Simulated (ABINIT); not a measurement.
Worked example: self-consistent single point of Al₂Au (Fm-3m, 3 atoms in the cell) in ABINIT.

Method: PBE, norm-conserving pseudopotentials (PseudoDojo nc-sr-05 PBE standard) (plane waves; ABINIT).

The change in words: lattice scaled by 0.98. Reference geometry:
```
CELL_PARAMETERS angstrom
      0.00000     3.04317     3.04317
      3.04317     0.00000     3.04317
      3.04317     3.04317     0.00000
ATOMIC_POSITIONS crystal
  Al 0.25000 0.25000 0.25000
  Al 0.75000 0.75000 0.75000
  Au 0.00000 0.00000 0.00000
```

Reference input (self-consistent single point, DFT, PBE, plane waves, norm-conserving pseudopotentials (PseudoDojo nc-sr-05 PBE standard)): pseudos = [Al.upf, Au.upf]; ecut = 38 Ha; ixc = 11; occopt = 3; tsmear = 0.1 eV; ngkpt = 9 9 9; nshiftk = 1; shiftk = 0 0 0; potentials = PseudoDojo nc-sr-05 PBE standard; nband = 18; kptopt = 1; nstep = 50. This run's input differs from it in these lines:

```diff
@@ -3,6 +3,6 @@
 pseudos "Al.upf, Au.upf"
-acell 4.3036880440 4.3036880440 4.3036880440 Angstrom
+acell 4.2176147639 4.2176147639 4.2176147639 Angstrom
 rprim
         -0.0000000000    0.7071067812    0.7071067812
-         0.7071067812    0.0000000000    0.7071067812
+         0.7071067812   -0.0000000000    0.7071067812
          0.7071067812    0.7071067812    0.0000000000
@@ -13,4 +13,4 @@
 xcart
-         1.5215835000    1.5215835000    1.5215835000
-         4.5647505000    4.5647505000    4.5647505000
+         1.4911520000    1.4911520000    1.4911520000
+         4.4734560000    4.4734560000    4.4734560000
          0.0000000000    0.0000000000    0.0000000000
```

Output, abridged:

```
--- !BeginCycle
solver: {iscf: 7, nstep: 50, nline: 4, wfoptalg: 0, }
tolerances: {toldfe: 1.00E-09, }
...

     iter   Etot(hartree)      deltaE(h)  residm     vres2
 ETOT  1  -152.64232567426    -1.526E+02 9.592E-02 8.487E+02
 ETOT  2  -152.74824943659    -1.059E-01 4.156E-02 1.012E+03
 ETOT  3  -152.88141875837    -1.332E-01 1.668E-02 3.993E+00
 ETOT  4  -152.88184946766    -4.307E-04 9.150E-03 3.894E-01
 ETOT  5  -152.88188519314    -3.573E-05 2.763E-03 1.215E-02
 ETOT  6  -152.88188583100    -6.379E-07 1.262E-03 1.382E-03
 ETOT  7  -152.88188596679    -1.358E-07 1.234E-03 2.303E-05
 ETOT  8  -152.88188597036    -3.570E-09 1.247E-03 1.081E-06
 ETOT  9  -152.88188597047    -1.119E-10 7.302E-04 8.687E-09
 ETOT 10  -152.88188597048    -1.182E-11 5.180E-04 6.711E-11
 At SCF step   10, etot is converged :
  for the second time, diff in etot=  1.182E-11 < toldfe=  1.000E-09

 Cartesian components of stress tensor (hartree/bohr^3)
  sigma(1 1)= -1.85576670E-04  sigma(3 2)=  0.00000000E+00
  sigma(2 2)= -1.85576670E-04  sigma(3 1)=  0.00000000E+00
  sigma(3 3)= -1.85576670E-04  sigma(2 1)=  0.00000000E+00

 ----iterations are completed or convergence reached----

 reduced coordinates (array xred) for    3 atoms
       0.250000000000      0.250000000000      0.250000000000
       0.750000000000      0.750000000000      0.750000000000
       0.000000000000      0.000000000000      0.000000000000
 cartesian forces (eV/Angstrom) at end:
    1     -0.00000000000000    -0.00000000000000     0.00000000000000
    2     -0.00000000000000     0.00000000000000    -0.00000000000000
   [... lines left out ...]
 Fermi (or HOMO) energy (hartree) =   0.31172   Average Vxc (hartree)=  -0.39381
   [... lines left out ...]
total_energy        : -1.52881885970484E+02
total_energy_eV     : -4.16012768438359E+03
band_energy         : -1.64068861274546E+01
...

-Cartesian components of stress tensor (GPa)         [Pressure=  5.4599E+00 GPa]
- sigma(1 1)= -5.45985321E+00  sigma(3 2)=  0.00000000E+00
- sigma(2 2)= -5.45985321E+00  sigma(3 1)=  0.00000000E+00
- sigma(3 3)= -5.45985321E+00  sigma(2 1)=  0.00000000E+00

 Calculation completed.
```

The run converged in 10 iterations. Against the reference run the free energy goes up by 12.5 meV/atom and the pressure goes from -1.46 to 5.46 GPa.

The starting cell comes from a database of computed structures (which also holds hypothetical and non-ambient phases and stackings), without a prior relaxation at this level. Its lattice was rescaled by a random factor within 2.5 % of one. For this run, on top of that: lattice scaled by 0.98. With a pressure of about 5 GPa the cell is away from its equilibrium volume at this level.

Cost on one core of a shared machine: roughly 50 s.
